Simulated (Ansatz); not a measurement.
# Ansatz run on Cs2KLaBr6 (Fm-3m, 10 atoms in the cell): self-consistent single point

Method: PBE (plane waves, PAW; Ansatz, a first-principles code).

The input file:

Ansatz 0.2 input:
```yaml
# Cs2KLaBr6
crystal:
  lattice:
    - [0.000000, 5.956115, 5.956115]
    - [5.956115, 0.000000, 5.956115]
    - [5.956115, 5.956115, 0.000000]
  atoms:
    - { symbol: Cs, position: [0.250000, 0.250000, 0.250000] }
    - { symbol: Cs, position: [0.750000, 0.750000, 0.750000] }
    - { symbol: K, position: [0.500000, 0.500000, 0.500000] }
    - { symbol: La, position: [0.000000, 0.000000, 0.000000] }
    - { symbol: Br, position: [0.749100, 0.250900, 0.250900] }
    - { symbol: Br, position: [0.250900, 0.749100, 0.749100] }
    - { symbol: Br, position: [0.250900, 0.749100, 0.250900] }
    - { symbol: Br, position: [0.749100, 0.250900, 0.749100] }
    - { symbol: Br, position: [0.250900, 0.250900, 0.749100] }
    - { symbol: Br, position: [0.749100, 0.749100, 0.250900] }
kpoints:
  mp_grid: { grid: [4, 4, 4] }
hamiltonian:
  xc: pbe
  pseudopotentials: { kind: paw }
scf:
  occupations: { method: gaussian, width: 0.272 eV }
output:
  forces: true
  eigenvalues: true
  stress: true
```

The program printed (abridged):

```
WARN basis.ecutwfc = 420 eV, the default
WARN ansatz: RAYON_NUM_THREADS=1 ignored (pool sized by the plan → 1); use --threads N
Pseudopotentials: kind: paw
Pseudopotential: Cs, paw, valence charge 9
Pseudopotential: K, paw, valence charge 9
Pseudopotential: La, paw, valence charge 11
Pseudopotential: Br, paw, valence charge 7
Crystal: 10 atoms, lattice volume = 422.590 Å³
Basis set: ecut = 420 eV, 8363 PW (Γ), exchange–correlation on 120×120×120 points (8 copies of the dense FFT grid, shifted against one another)
Bands: 50, of which v1, the nominal top of the filled ones, is band 40 counted from 1 (39 counted from 0)
Symmetry: 48 space group operations
Space group: Fm-3m (ITA 225), of the structure as read, at distance tolerance 7.5e-5 Å
k-points: 8 of 64
Initial density: superposition of atomic densities (neutral atoms: chi_scale 0, normalization atom), corrected by the library's trained network
Initial wavefunctions: pseudopotential atomic-orbital guess
Eigensolver: davidson
Functional: x = pbe(κ = 0.804, μ = 0.2195149727645171), c = pbe(β = 0.06672455060314922)
SCF iter   1: F=—  HF=-35847.199214 eV  |F-HF|=—  |Δ(HF+E_count)|=         —  Δρ=4.72e-4  dr2=2.26e-3  ethr=1.77e-3  ⟨swp⟩=10.1  Hψ=1760  notcnv=0
all-band conjugate gradients solve this SCF's bands
preconditioner: auto → Resta (q_TF=auto, 2.067 Å⁻¹)
SCF iter   2: F=—  HF=-35847.201434 eV  |F-HF|=—  |Δ(HF+E_count)|=   2.22e-3  Δρ=2.20e-4  dr2=2.02e-4  ethr=2.83e-6  ⟨swp⟩=2.9  Hψ=839  notcnv=0  defer=1
SCF iter   3: F=—  HF=-35847.201709 eV  |F-HF|=—  |Δ(HF+E_count)|=   2.75e-4  Δρ=1.00e-4  dr2=4.42e-5  ethr=2.53e-7  ⟨swp⟩=2.4  Hψ=649  notcnv=0  defer=1
SCF iter   4: F=—  HF=-35847.202022 eV  |F-HF|=—  |Δ(HF+E_count)|=   3.13e-4  Δρ=1.93e-5  dr2=1.81e-6  ethr=5.53e-8  ⟨swp⟩=2.0  Hψ=666  notcnv=0  defer=1
SCF iter   5: F=—  HF=-35847.202026 eV  |F-HF|=—  |Δ(HF+E_count)|=   3.45e-6  Δρ=4.62e-6  dr2=1.78e-7  ethr=2.26e-9  ⟨swp⟩=2.0  Hψ=690  notcnv=0  defer=1
SCF iter   6: F=-35847.202026 eV  HF=-35847.202026 eV  |F-HF|=2.73e-8  |Δ(HF+E_count)|=   1.33e-7  Δρ=1.52e-6  dr2=1.12e-8  ethr=1.25e-10  ⟨swp⟩=10.8  Hψ=1831  notcnv=0
SCF 1 converged in 6 iterations: F = -35847.202026 eV  dr2 = 1.12e-8
SCF converged after 6 iterations
Free energy (F): -35847.202026 eV
Harris-Foulkes:  -35847.202026 eV  (|F-HF|=2.73e-8)
Internal energy: -35847.202026 eV  (E = F + TS)
E sigma→0 (E₀):  -35847.202026 eV
Fermi energy:    3.422924 eV
--- Per-component energies (eV) ---
  E_band       = -482.185395
  E_kinetic    = 1531.163164
  E_local      = -3383.720398  (includes V_loc(G=0)·N_el)
  E_nonlocal   = 591.525456
  E_hartree    = 1086.238235
  E_xc         = -2211.996444
  E_vxc        = -1188.702445  (∫ρ·V_xc dr)
  E_paw        = -29812.459811  (= ΣΔE_a)
  E_vpaw       = -204.926305  (= ΣTr[D̂ρ^β])
  E_aug_tail   = -0.000008  (compensation charges beyond the density's cutoff)
  E_ewald      = -3647.952220
  E_smearing   = -0.000000  (= −TS)
  E_closure    = -0.000000  (closes the sum)
  Σ components = -35847.202026   (vs F -35847.202026, Δ=0.00e0)
--- Forces (eV/Å), atoms counted from 1 ---
  atom   1  Cs     0.00000000    -0.00000000     0.00000000
  atom   2  Cs     0.00000000    -0.00000000    -0.00000000
  atom   3  K      0.00000000    -0.00000000    -0.00000000
  atom   4  La    -0.00000000     0.00000000     0.00000000
  atom   5  Br    -0.80240537     0.00000000    -0.00000000
  atom   6  Br     0.80240537     0.00000000     0.00000000
  atom   7  Br     0.00000000    -0.80240537     0.00000000
  atom   8  Br     0.00000000     0.80240537     0.00000000
  atom   9  Br     0.00000000     0.00000000    -0.80240537
  atom  10  Br    -0.00000000    -0.00000000     0.80240537
  max |Σ_I F_I| component: 3.31e-16 eV/Å
--- Stress (GPa, compression-positive) ---
        0.378340      -0.000000       0.000000
        0.000000       0.378340      -0.000000
        0.000000       0.000000       0.378340
  P = ⅓ Tr σ = 0.3783 GPa (3.783 kbar)
  The stress holds the Pulay correction. Without it, at fixed plane waves, as pw.x and ABINIT print it: P = 0.3733 GPa
--- Band table (eV; the first three rows and the last of 8) ---
  k-point 0: bands = ["-29.4531", "-25.7232", "-18.2995", "-18.2974", "-13.3436", "-13.3436", "-13.3436", "-11.0844", "-10.9275", "-10.9275", "-10.8408", "-10.8408", "-10.8408", "-9.1644", "-9.1644", "-9.1644", "-5.1178", "-5.1178", "-5.1178", [...]
  k-point 1: bands = ["-29.4531", "-25.7232", "-18.2992", "-18.2977", "-13.3441", "-13.3424", "-13.3424", "-11.1127", "-11.0231", "-11.0231", "-10.8021", "-10.7350", "-10.7350", "-9.1819", "-9.1772", "-9.1772", "-5.1098", "-5.1098", "-5.1000", [...]
  k-point 2: bands = ["-29.4531", "-25.7232", "-18.2984", "-18.2984", "-13.3445", "-13.3412", "-13.3412", "-11.1355", "-11.0737", "-11.0737", "-10.7686", "-10.6739", "-10.6739", "-9.1998", "-9.1903", "-9.1903", "-5.0955", "-5.0955", "-5.0950", [...]
  k-point 7: bands = ["-29.4531", "-25.7232", "-18.2984", "-18.2984", "-13.3440", "-13.3440", "-13.3424", "-11.1030", "-10.9951", "-10.9646", "-10.8427", "-10.8427", "-10.6994", "-9.1935", "-9.1643", "-9.1643", "-5.0898", "-5.0894", "-5.0887", [...]
```

The run converged in 6 iterations.

The starting cell was generated: these elements placed on a structure prototype, without a prior relaxation; it need not be a known phase or ordering of this composition. Ansatz's pressure includes its estimate of the finite-basis (Pulay) stress.
